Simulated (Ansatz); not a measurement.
The parent structure is BAs in the zinc blende structure (space group F-43m, No. 216).

```xyz
2
Lattice="0.0000 2.3661 2.3661 2.3661 0.0000 2.3661 2.3661 2.3661 0.0000" Properties=species:S:1:pos:R:3 pbc="T T T"
B      0.0000     0.0000     0.0000
As     1.1830     1.1830     1.1830
```

Cartesian axes are those of the cell as printed.

Computed with LDA/PAW in Ansatz (a quantum-chemistry and plane-wave program), without spin-orbit coupling.

Now apply this change: tensor shear ε_xy = +0.86 % (engineering shear γ = 0.0172); the atoms relax in the strained cell.

### Question
Predict the stress tensor and what it implies for the stiffness.

### Answer
Stress of the strained cell less that of the base (GPa, compression positive):
```
   0.05   -2.69    0.00
  -2.69    0.05    0.00
   0.00    0.00   -0.01
```

Then −Δσ/γ with γ = 2ε = 0.0172 gives relaxed-ion elastic constants: C66 ≈ 156 GPa.

Stability against distortions was not tested.
